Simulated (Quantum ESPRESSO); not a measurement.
**A short convergence ladder for PbTe (Fm-3m, 2 atoms in the cell)**

```
PbTe
1.0
    0.00000     3.22031     3.22031
    3.22031     0.00000     3.22031
    3.22031     3.22031     0.00000
Te Pb
1 1
Direct
  0.50000   0.50000   0.50000
  0.00000   0.00000   0.00000
```

Base method: PBE, PseudoDojo standard norm-conserving (PBE) pseudopotentials (plane waves; Quantum ESPRESSO 7.5).

Base settings: ecutwfc = 85 Ry; occupations = smearing; smearing = fd; degauss = 0.0036749 Ry; potentials = {Te: Te.upf, Pb: Pb.upf}; K_POINTS = automatic 5 5 5 0 0 0; conv_thr = 1e-09 Ry; mixing_beta = 0.3.

Core times come from one kind of shared machine, to one figure; runs under 30 s give none.

**Zone-centre phonons against the cutoff**

In this ladder: occupations = fixed; smearing = default; degauss = default; nbnd = 17; ph.x.tr2_ph = 1e-14; ph.x.fildyn = dyn.G; ph.x.epsil = true; dynmat.x.fildyn = dyn.G; dynmat.x.asr = crystal.

The mesh stays at the base's, so the ladder's end is converged at best in this setting alone.

Frequencies are those of the unrelaxed cell, without the LO-TO term of polar crystals.

Only quantities that move along the ladder and can be compared are tabulated.

```tsv
ecutwfc	highest zone-centre frequency (cm⁻¹)	largest Born charge (mean of the diagonal) (e)	mean ε∞	core time / last (rough)
42 Ry	41.3	5.172	28.104	0.2
59 Ry	43.8	5.528	28.901	0.5
72 Ry	44.1	5.515	28.924	0.7
85 Ry	43.8	5.511	28.924	1
```

Coarsest ecutwfc that holds the mean ε∞ within 0.02 of the last step, with all finer ones: 72 Ry; the step before is off by 0.023.

Coarsest ecutwfc that holds the highest zone-centre frequency within 2 cm⁻¹ of the last step, with all finer ones: 59 Ry; the step before is off by 2.4 cm⁻¹.

Coarsest ecutwfc that holds the largest Born charge (mean of the diagonal) within 0.01 e of the last step, with all finer ones: 72 Ry; the step before is off by 0.017 e.

On the base run: the starting cell has typed, rounded lattice constants, without a prior relaxation at this level. Its lattice was rescaled by up to half a per cent. A gap is left out here, as mesh or smearing make it unsure.
